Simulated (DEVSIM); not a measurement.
System: illuminated Si p-on-n cell, one wavelength, with a back-surface field, at 300 K.

```tsv
layer (left to right)	material	thickness (μm)	Nd (cm⁻³)	Na (cm⁻³)	τn (s)	τp (s)	absorption coefficient (cm⁻¹)
1	Si	0.540	-	3.8e18	5e-9	4.6e-8	1900
2	Si	76.0	4.8e16	-	3.1e-7	3.1e-7	1900
3	Si	1.10	3.1e18	-	3.1e-7	3.1e-7	1900
```

Left contact: ohmic, minority electron recombination velocity 2e6 cm/s. Right contact: ohmic, minority hole recombination velocity 5e6 cm/s. Voltage is applied to the left contact. Recombination: SRH at mid-gap, radiative, Auger. Light enters at the left, 1.6e18 photons cm⁻² s⁻¹, one pass, no reflection. Mobility is constant in doping.

The device is made up for the run: typed textbook-type constants, with dimensions and the other settings drawn at random. Values at 300 K.

```
parameter           Si
-------------  -------
gap (eV)         1.124
affinity (eV)     4.05
permittivity      11.7
Nc (cm⁻³)      2.86e19
Nv (cm⁻³)       3.1e19
μn (cm²/Vs)       1417
μp (cm²/Vs)        470
B (cm³/s)      4.7e-15
Cn (cm⁶/s)     2.8e-31
Cp (cm⁶/s)     9.9e-32
```

DEVSIM, 1D drift-diffusion, Boltzmann statistics, complete ionisation; no tunnelling, impact ionisation, image-force lowering or self-heating.

The recombination velocity at the left contact was swept, all else fixed.

```csv
recombination velocity at the left contact (cm/s),short-circuit current (mA/cm²),open-circuit voltage (V),dark forward voltage at 1 A/cm² (V),dark forward voltage at 100 A/cm² (V)
10,208,0.650,0.692,0.865
100,208,0.650,0.692,0.865
1000,208,0.650,0.692,0.865
10000,208,0.649,0.691,0.864
1e5,207,0.646,0.688,0.859
1e6,201,0.634,0.677,0.848
2e6,199,0.631,0.674,0.846
1e7,197,0.628,0.671,0.844
```

From the first row to the last the short-circuit current goes from 208 to 197. From the first row to the last the open-circuit voltage goes from 0.650 to 0.628.
